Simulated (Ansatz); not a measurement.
Ir, pressure series

Base system: Ir in the fcc (Cu type) structure (space group Fm-3m, No. 225; a = 3.871 Å).

Cell and atoms are relaxed at each pressure.

Method: PBE in Ansatz (plane waves to 420 eV, PAW, no SOC).

Notes on the quantities. enthalpy: H = E + PV relative to the base's energy.

```csv
variant,shortest interatomic distance,enthalpy,density
base,2.737 Å,–,22.01 g/cm³
pressure −2 GPa,2.742 Å,-0.18 eV/atom,21.88 g/cm³
pressure −1 GPa,2.740 Å,-0.09 eV/atom,21.95 g/cm³
pressure 0.9 GPa,2.735 Å,+0.08 eV/atom,22.07 g/cm³
pressure 2.1 GPa,2.732 Å,+0.19 eV/atom,22.14 g/cm³
pressure 4.5 GPa,[?],+0.40 eV/atom,[?]
pressure 9 GPa,2.715 Å,+0.80 eV/atom,22.56 g/cm³
pressure 15 GPa,2.702 Å,+1.33 eV/atom,22.89 g/cm³
pressure 22.5 GPa,2.686 Å,+1.98 eV/atom,23.28 g/cm³
pressure 30 GPa,2.672 Å,+2.61 eV/atom,23.65 g/cm³
```

Q: Fill in the withheld entries from the trend.

A: 
- pressure 4.5 GPa, shortest interatomic distance: 2.726 Å
- pressure 4.5 GPa, density: 22.29 g/cm³

Load acts through the strain it causes; cell and atoms are relaxed under it. Whether these cells are dynamically stable was not tested. No other phases were tried under pressure. The final runs are not spin-polarised.

Ansatz is a quantum-chemistry and plane-wave program.
